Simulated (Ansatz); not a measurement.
Take CdSe in the wurtzite structure (space group P6_3mc, No. 186; a = 4.2475 Å, c = 6.9410 Å) as the base.

Level of theory: Ansatz (a quantum-chemistry and plane-wave program), LDA, PAW, cutoff 420 eV, scalar-relativistic without spin-orbit coupling.

For the base:

The electron mass is 0.047 mₑ (at Γ).

Perturbation: the cell is scaled by 0.9700 in all directions; the atoms relax in the strained cell.

Q: How does this affect the electron mass, energy relative to the base and mean gap deformation potential ΔEg/Δln V?

A: The electron mass goes from 0.047 mₑ (at Γ) to 0.061 mₑ (at Γ); the energy grows by 44 meV/atom; the mean gap deformation potential ΔEg/Δln V comes out as -2.1 eV.

Effective masses come from finite differences of ±0.01 Å⁻¹. No phonon test of stability was made.
